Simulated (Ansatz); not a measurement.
The reference is BP in the zinc blende structure (space group F-43m, No. 216; a = 4.537 Å).

The values are results of plane-wave PAW DFT at the r2SCAN level (Ansatz, a first-principles code, 500 eV), no spin-orbit coupling, not measurements.

One change was made to it. Results:

The hole mass (degenerate bands, along [100]) becomes 0.23, 0.23, 0.39 mₑ (at Γ) (base: 0.24, 0.24, 0.32 mₑ (at Γ)); the shortest interatomic distance falls by 0.0878 Å (1.964 Å → 1.877 Å).

What was done to the base?
(A) pressure 30 GPa
(B) pressure 4.2 GPa
(C) pressure −1 GPa

A, pressure 30 GPa. For comparison, the hole mass in the other runs: pressure −1 GPa gives 0.24, 0.24, 0.32 mₑ (at Γ); pressure 4.2 GPa gives 0.24, 0.24, 0.33 mₑ (at Γ).

The levels and masses belong to the bands next to the band gap. Load acts through the strain it causes; cell and atoms are relaxed under it. Masses are band curvatures over ±0.01 Å⁻¹ around the edge. Stability against distortions was not tested. No other phases were tried under pressure.
